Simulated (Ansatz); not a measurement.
We consider cubic perovskite CsSrF3, described by PBEsol-D3(BJ) (Ansatz, an electronic-structure program, plane waves, PAW).

Input:

Ansatz 0.2 input:
```yaml
crystal:
  lattice:
    - [4.6964034749, 0.0, 0.0]
    - [0.0, 4.6964034749, 0.0]
    - [0.0, 0.0, 4.6964034749]
  atoms:
    - { symbol: Cs, position: [0.0, 0.0, 0.0] }
    - { symbol: Sr, position: [0.5, 0.5, 0.5] }
    - { symbol: F, position: [0.5, 0.0, 0.5] }
    - { symbol: F, position: [0.0, 0.5, 0.5] }
    - { symbol: F, position: [0.5, 0.5, 0.0] }
basis:
  ecutwfc: 520
  ecutrho_ratio: 4
  xc_grid: 2
kpoints:
  mp_grid: { grid: [8, 8, 8] }
  band_path:
    path:
      - [0.0, 0.0, 0.0]
      - [0.0, 0.083333, 0.0]
      - [0.0, 0.166667, 0.0]
      - [0.0, 0.25, 0.0]
      - [0.0, 0.333333, 0.0]
      - [0.0, 0.416667, 0.0]
      - [0.0, 0.5, 0.0]
      - [0.083333, 0.5, 0.0]
      - [0.166667, 0.5, 0.0]
      - [0.25, 0.5, 0.0]
      - [0.333333, 0.5, 0.0]
      - [0.416667, 0.5, 0.0]
      - [0.5, 0.5, 0.0]
      - [0.444444, 0.444444, 0.0]
      - [0.388889, 0.388889, 0.0]
      - [0.333333, 0.333333, 0.0]
      - [0.277778, 0.277778, 0.0]
      - [0.222222, 0.222222, 0.0]
      - [0.166667, 0.166667, 0.0]
      - [0.111111, 0.111111, 0.0]
      - [0.055556, 0.055556, 0.0]
      - [0.045455, 0.045455, 0.045455]
      - [0.090909, 0.090909, 0.090909]
      - [0.136364, 0.136364, 0.136364]
      - [0.181818, 0.181818, 0.181818]
      - [0.227273, 0.227273, 0.227273]
      - [0.272727, 0.272727, 0.272727]
      - [0.318182, 0.318182, 0.318182]
      - [0.363636, 0.363636, 0.363636]
      - [0.409091, 0.409091, 0.409091]
      - [0.454545, 0.454545, 0.454545]
      - [0.5, 0.5, 0.5]
      - [0.444444, 0.5, 0.444444]
      - [0.388889, 0.5, 0.388889]
      - [0.333333, 0.5, 0.333333]
      - [0.277778, 0.5, 0.277778]
      - [0.222222, 0.5, 0.222222]
      - [0.166667, 0.5, 0.166667]
      - [0.111111, 0.5, 0.111111]
      - [0.055556, 0.5, 0.055556]
      - [0.5, 0.5, 0.416667]
      - [0.5, 0.5, 0.333333]
      - [0.5, 0.5, 0.25]
      - [0.5, 0.5, 0.166667]
      - [0.5, 0.5, 0.083333]
    npoints: 1
hamiltonian:
  xc: pbesol
  dispersion: d3bj
  pseudopotentials: { kind: paw }
scf:
  occupations: { method: fermi_dirac, width: 0.01 }
  convergence: { dr2_threshold: 0.0000000005 }
output:
  forces: true
  stress: true
  eigenvalues: true
  write_bands: true
```

Output (set-up and result lines):

```
Crystal: 5 atoms, lattice volume = 103.585 Å³
Basis set: ecut = 520 eV, 2801 PW (Γ), exchange–correlation on 72×72×72 points (8 copies of the dense FFT grid, shifted against one another)
Bands: 25, of which v1, the nominal top of the filled ones, is band 20 counted from 1 (19 counted from 0)
Symmetry: 48 space group operations
Space group: Pm-3m (ITA 221), of the structure as read, at distance tolerance 4.7e-5 Å
k-points: 35 of 512
Functional: x = pbesol(κ = 0.804, μ = 0.12345679012345678), c = pbesol(β = 0.046)
SCF iter   1: F=—  HF=-11488.792345 eV  |F-HF|=—  |Δ(HF+E_count)|=         —  Δρ=1.08e-2  dr2=7.96e-2
SCF iter   2: F=—  HF=-11488.773399 eV  |F-HF|=—  |Δ(HF+E_count)|=   1.89e-2  Δρ=3.10e-3  dr2=4.00e-3
  ...
SCF iter   6: F=—  HF=-11488.772685 eV  |F-HF|=—  |Δ(HF+E_count)|=   3.43e-6  Δρ=1.09e-5  dr2=7.46e-8
SCF iter   7: F=-11488.772685 eV  HF=-11488.772685 eV  |F-HF|=9.09e-12  |Δ(HF+E_count)|=   3.78e-9  Δρ=7.55e-7  dr2=3.62e-10
SCF 1 converged in 7 iterations: F = -11488.772685 eV  dr2 = 3.62e-10
SCF converged after 7 iterations
Free energy (F): -11488.772685 eV
Internal energy: -11488.772685 eV  (E = F + TS)
E sigma→0 (E₀):  -11488.772685 eV
Fermi energy:    5.657732 eV
--- Forces (eV/Å), atoms counted from 1 ---
  atom   1  Cs    -0.00000000     0.00000000    -0.00000000
  atom   2  Sr     0.00000000     0.00000000     0.00000000
  atom   3  F      0.00000000    -0.00000000     0.00000000
  atom   4  F      0.00000000    -0.00000000     0.00000000
  atom   5  F     -0.00000000     0.00000000    -0.00000000
--- Stress (GPa, compression-positive) ---
       -0.000078       0.000000       0.000000
        0.000000      -0.000078       0.000000
       -0.000000       0.000000      -0.000078
  P = ⅓ Tr σ = -0.0001 GPa (-0.001 kbar)
```

The PAW data were made under PBE.

It cost about 16 core-seconds (a rough figure) of CPU time.
